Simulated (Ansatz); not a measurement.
The reference is HfO₂ in the fluorite structure (space group Fm-3m, No. 225; a = 5.0438 Å). Axes: x, y, z lie along the cube axes.

The values are results of Ansatz (a quantum-chemistry and plane-wave program) PBEsol, without spin-orbit coupling, not measurements.

Before the change:

Band gap: 3.69 eV

One thing is altered: tensile biaxial strain of 0.83 % in the plane normal to [111], as in epitaxy on a mismatched substrate; the out-of-plane cell vector and the atoms relax.

Problem. What does the calculation give for the in-plane stress after the change?

Solution. The mean in-plane stress (compression positive) is -2.5 GPa.

Problem. How does this affect the band gap?

Solution. The band gap shrinks by 0.014 eV to 3.67 eV.

Spin-orbit coupling, missing from the scalar runs, can matter with Hf. Whether these cells are dynamically stable was not tested. This is not the structure that HfO2 has at room temperature and ambient pressure.
